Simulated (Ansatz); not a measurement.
A computed series for SnTe: response to strain

Consider SnTe in the rock salt structure (space group Fm-3m, No. 225; a = 6.370 Å).

Strains are applied to the cell and any free atomic positions relax.

All numbers come from Ansatz (a quantum-chemistry and plane-wave program) r2SCAN, no SOC.

Notes on the quantities. energy relative to the base: free energy F.

| case | energy relative to the base | pressure | shortest interatomic distance |
|---|---|---|---|
| base | 0 meV/atom | 0.0 GPa | 6.018 bohr |
| isotropic strain −1.50 % | +9.4 meV/atom | 2.2 GPa | 5.928 bohr |
| isotropic strain −1.00 % | +4.1 meV/atom | 1.4 GPa | 5.958 bohr |
| isotropic strain −0.50 % | +1.0 meV/atom | 0.68 GPa | 5.988 bohr |

Whether these cells are dynamically stable was not tested. The final runs are not spin-polarised.
